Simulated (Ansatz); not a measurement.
Consider Co2Si (space group P4/nmm, No. 129; a = 3.406 Å, c = 5.694 Å; ferromagnetic; a hypothetical phase, not in the database extracts checked). Axes: x, y, z lie along a, b, c of the conventional cell.

Computed with PBEsol (Ansatz, a quantum-chemistry and plane-wave program), scalar-relativistic without spin-orbit coupling.

One thing is altered: the cell is scaled by 1.0120 in all directions, atoms relaxed at fixed cell.

Problem. Predict the stress tensor and what it implies for the stiffness.

Solution. Stress of the strained cell less that of the base (GPa, compression positive):
```
   -6.7     0.0     0.0
    0.0    -6.7     0.0
    0.0     0.0    -8.1
```

Then B = −ΔP/(ΔV/V₀) with ΔV/V₀ = 0.0364 gives secant stiffness values (nonlinear terms included at this strain): B (at held cell shape, above the free-shape value) ≈ 196 GPa.

As a check, the harmonic strain energy −½ V₀ Δσ:ε is 8.8 meV/atom; the computed energy rise is 9.3 meV/atom.

Other magnetic orders, which the real material may have, were not ruled out. No phonon test of stability was made.
